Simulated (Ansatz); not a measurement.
A computed series for SiC: pressure series

Start from SiC (space group P6_3mc, No. 186).

```yaml
crystal:
  lattice:
    - [3.07776, 0.00000, 0.00000]
    - [-1.53888, 2.66542, 0.00000]
    - [0.00000, 0.00000, 10.07734]
  atoms:
    - { symbol: Si, position: [0.00000, 0.00000, 0.00030] }
    - { symbol: Si, position: [0.00000, 0.00000, 0.50030] }
    - { symbol: Si, position: [0.66667, 0.33333, 0.75024] }
    - { symbol: Si, position: [0.33333, 0.66667, 0.25024] }
    - { symbol: C, position: [0.00000, 0.00000, 0.81287] }
    - { symbol: C, position: [0.00000, 0.00000, 0.31287] }
    - { symbol: C, position: [0.66667, 0.33333, 0.56221] }
    - { symbol: C, position: [0.33333, 0.66667, 0.06221] }
```

Cell and atoms are relaxed at each pressure.

Level of theory: r2SCAN (Ansatz, an electronic-structure program), scalar-relativistic without spin-orbit coupling, earlier PAW set.

```csv
pressure (GPa),volume per atom (Å³/atom)
-2,10.426
-1,10.379
0,10.334
0.9,?
2.1,10.240
9,9.961
15,9.744
22.5,9.501
30,9.283
```

Fit the third-order Birch–Murnaghan form P(V) = (3B₀/2)[(V₀/V)^(7/3) − (V₀/V)^(5/3)]·[1 + (3/4)(B₀′ − 4)((V₀/V)^(2/3) − 1)] (squares taken in P) to the rows shown and predict the withheld row.

Least squares on the printed values gives V₀ = 10.334 Å³/atom, B₀ = 229 GPa, B₀′ = 3.8; this predicts 10.293 Å³/atom, and the run gives 10.293 Å³/atom, in agreement.

Load acts through the strain it causes; cell and atoms are relaxed under it. Whether these cells are dynamically stable was not tested. No other phases were tried under pressure.
